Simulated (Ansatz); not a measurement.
Consider Ca in the diamond structure (space group Fd-3m, No. 227; a = 8.433 Å; a hypothetical phase, not in the database extracts checked). Axes: x, y, z lie along the cube axes.

Calculations: Ansatz (a first-principles code) PBEsol, no SOC.

Before the change:

```
Quantity                            Value
-----------------------------  ----------
Shortest interatomic distance  6.900 bohr
```

It is then changed as follows: a free-standing slab of 6 layers (12 atoms, 2 a layer) is cut normal to [110], with 15 Å of vacuum and the in-plane cell held at bulk.

Task: What happens to the excess energy per area of both faces and shortest interatomic distance?

Result: The excess energy per area of both faces (slab less bulk energy over the cell's area: twice a surface energy) amounts to 0.24 J/m² (uncertain by up to 0.04 J/m²); the shortest interatomic distance grows by 0.177 bohr, from 6.900 bohr to 7.077 bohr.

Slab and bulk use different k-meshes, which limits the precision of the excess energy. Stability against distortions was not tested.
